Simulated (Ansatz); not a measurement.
Base system: Pt in the fcc (Cu type) structure (space group Fm-3m, No. 225; relaxed with 0.1 eV smearing).

```yaml
crystal:
  lattice:
    - [0.00000, 1.97088, 1.97088]
    - [1.97088, 0.00000, 1.97088]
    - [1.97088, 1.97088, 0.00000]
  atoms:
    - { symbol: Pt, position: [0.00000, 0.00000, 0.00000] }
```

Cartesian axes are those of the cell as printed.

Computed with r2SCAN (Ansatz, a quantum-chemistry and plane-wave program), no SOC.

For the base:

The pressure is 0.0 GPa.

Now apply this change: biaxial strain +2.50 %, plane normal [111], relaxed out of plane (Cartesian); in-plane vectors clamped, the third vector and the atoms free.

**Question.** Predict the new pressure.

**Answer.** The pressure (mean of the normal stresses, compression positive) goes from zero to -4.5 GPa.

**Question.** Estimate the effect on the energy relative to the base.

**Answer.** The energy grows by 17 meV/atom.

**Question.** How does this affect the ratio −ε⊥/ε∥?

**Answer.** The ratio −ε⊥/ε∥ amounts to 1.13.

No phonon test of stability was made. All final runs are without spin polarisation. Pt lies near a magnetic instability that expansion can trigger; it was not tested.
